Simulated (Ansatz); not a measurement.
Point defect Mo on the Al site in corundum

Calculation: PBE, PAW (plane waves to 420 eV; Ansatz, an electronic-structure program). Cell: 120 sites, 2×2×1 repeats of a cell of 30 atoms; final energies on a 2×2×2 Γ-centred mesh. Site at the start: the Al site. Finite-size correction: monopole term and site-potential alignment. Dielectric constants: PBE linear response of the host. Host gap at this level: 5.85 eV. These values are not converged in cell size to better than tenths of an eV. Levels are measured in PBE's own, too narrow, gap. Spin–orbit coupling is left out. Each state is the lowest found from its start.

Charges with a result: +2, +1, 0, −1. Others weren't obtained, and one of them could lie lower, also by skipping a charge.

| charge | moment (μB) | point group | largest move off a lattice site (Å) | image correction with alignment (eV) | above the lowest spin state (eV) |
|---|---|---|---|---|---|
| +2 | 1.0 | C1 | 0.15 | 1.09 | 0.00 |
| +1 | 2.0 | C3 | 0.12 | 0.38 | 0.00 |
| +1† | not spin-polarised | – | 0.11 | 0.38 | 0.77 |
| 0 | 3.0 | C3 | 0.17 | 0.00 | 0.00 |
| 0 | 3.0 | C3 | 0.17 | 0.00 | 0.00 |
| −1 | 2.0 | C1 | 0.25 | -0.01 | 0.00 |
| −1† | not spin-polarised | – | 0.21 | -0.01 | 0.75 |

† A state of higher energy that isn't settled.

Point groups are those of the whole cell at tolerances of 0.03 and 0.1 Å ("near" where only the looser one holds); none is given for unsettled states.

Starting moments that weren't kept: charge 0 began with 1 μB and ended with 3.0; charge −1 began with 4 μB and ended with 2.0.

Transition levels above the valence-band maximum: ε(+2/+1) = 1.64 eV; ε(+1/0) = 2.62 eV; ε(0/−1) = 5.39 eV. On the lower envelope of the bound states, inside the gap: (+2/+1) at 1.64 eV; (+1/0) at 2.62 eV; (0/−1) at 5.39 eV.

Flagged in the runs: a host whose relaxation on this sampling wasn't shown to rest.

All states together cost about 9 core-hours (a rough figure).
